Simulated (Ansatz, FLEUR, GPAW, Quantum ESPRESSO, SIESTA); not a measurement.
# One structure in several programs: ZnCu3 (P-6m2, 4 atoms in the cell)

Self-consistent single point.

```
ZnCu3
1.0
    2.56146     0.00000     0.00000
   -1.28073     2.21829     0.00000
    0.00000     0.00000     8.39759
Zn Cu
1 3
Direct
  0.66667   0.33333   0.00000
  0.66667   0.33333   0.50000
  0.33333   0.66667   0.25407
  0.33333   0.66667   0.74593
```

All programs got the same cell, k-point mesh and kind of occupations (in Ansatz's words: kpoints.mp_grid.grid = 12 12 3; scf.occupations.method = gaussian; scf.occupations.width = 0.1 eV); potentials, basis and cutoffs are each program's usual ones.

```tsv
code	model	pressure (GPa)	largest force (eV/Å)	k-points	cutoff
FLEUR	LDA (Perdew-Zunger), all-electron FLAPW (FLEUR), scalar-relativistic valence	–	0.077	38	Kmax 3.5 1/bohr
Quantum ESPRESSO	LDA (PZ), PSlibrary ultrasoft (LDA) pseudopotentials	-8.05	0.081	38	55 Ry
SIESTA	LDA PW92, numerical atomic orbitals DZP, PseudoDojo LDA standard norm-conserving potentials (rewritten from UPF to PSML)	-10.72	0.147	236	grid 400 Ry
GPAW	LDA (Perdew-Wang 92), GPAW PAW datasets LDA (gpaw-data 1.0.1)	-6.82	0.038	38	850 eV
Ansatz	LDA (PW92), PAW files made with PBE	-7.29	0.075	38	default
```

A dash marks a value that a program does not give, or that is left out as unsure.

The spread over the programs that give each value: pressure within 3.90 GPa; largest force within 0.109 eV/Å.

The starting cell comes from a database of computed structures (which also holds hypothetical and non-ambient phases and stackings), without a prior relaxation at this level. On Ansatz's run: Spin polarisation is off. In the base run, with a pressure of about -7 GPa the cell is away from its equilibrium volume at this level.

Question: Why do the programs differ, and what cannot be compared?

Answer: Differences of this kind can come from the potentials, where these differ, and from what each basis and cutoff leave unconverged. The valence holds different numbers of electrons (FLEUR 45, Quantum ESPRESSO 45, SIESTA 77, GPAW 45, Ansatz (a program for electronic structure) 69). The zero of total energies and Fermi levels follows the potentials and each program's conventions, so they are not compared here. SIESTA uses small atom-centred bases, whose incompleteness enters pressures, forces and empty levels differently from a plane-wave cutoff. FLEUR treats all electrons, but the usual bases taken here (sphere radii, linearisation, local orbitals, empty states) were not tested for convergence, so the values are no reference for the others. Ansatz's pressure is given at a fixed set of plane waves, as the other plane-wave codes print theirs; with its correction for the finite basis it is -7.20 GPa. The same LDA comes in different parametrisations, which differ slightly. The programs reduce the same mesh by symmetry to different extents, which changes the work and not the result. In the pressure, SIESTA (by 3.43) lies more than 1 GPa from the median of the plane-wave programs.

Left out of this page: ABINIT (with a known weakness of the program); Elk (not drawn, or without a comparable value).

Keys are those of Ansatz 0.2.
